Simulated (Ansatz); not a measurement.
Where the default PAW files enter, the runs use the earlier of Ansatz's two default sets.

Input:

```yaml
crystal:
  lattice:
    - [2.90520, 0.00000, 0.00000]
    - [0.00000, 7.60454, 0.00000]
    - [0.00000, -3.80227, 6.58572]
  atoms:
    - { symbol: Si, position: [0.25000, 0.82495, 0.23108] }
    - { symbol: Si, position: [0.75000, 0.17505, 0.76892] }
    - { symbol: Si, position: [0.75000, 0.23108, 0.40613] }
    - { symbol: Si, position: [0.25000, 0.76892, 0.59387] }
    - { symbol: Si, position: [0.25000, 0.40613, 0.17505] }
    - { symbol: Si, position: [0.75000, 0.59387, 0.82495] }
    - { symbol: N, position: [0.25000, 0.66667, 0.33333] }
    - { symbol: N, position: [0.75000, 0.33333, 0.66667] }
    - { symbol: N, position: [0.25000, 0.66985, 0.96919] }
    - { symbol: N, position: [0.75000, 0.33015, 0.03081] }
    - { symbol: N, position: [0.75000, 0.96919, 0.29934] }
    - { symbol: N, position: [0.25000, 0.03081, 0.70066] }
    - { symbol: N, position: [0.25000, 0.29934, 0.33015] }
    - { symbol: N, position: [0.75000, 0.70066, 0.66985] }
```

Space group of this cell: P6_3/m. The cell is taken as given.

Calculation: r2SCAN (plane waves, PAW; Ansatz, an electronic-structure program).

The current runs along the normal of the first two printed vectors; no spin-orbit coupling. Scaled by the factor s: all lengths (ions clamped). Meshes 10×6×6 and 10×4 across the current in all rows.

```csv
s,mean pressure (GPa),slowest mid-gap decay constant κ (1/Å)
0.98,18.0,0.427
1.00,0.1,0.400
1.02,-13.8,?
```

Take the slope of the slowest mid-gap decay constant κ against ln s from the two given rows, extrapolate to s = 1.02, and say what the run there gives.

Slope = (0.427 − 0.400) / ln 0.98 = -1.34 1/Å. The line gives 0.400 + (-1.34) × ln 1.02 = 0.374 1/Å. The run gives 0.369 1/Å, 0.005 1/Å under the line, 17 % of the predicted step.
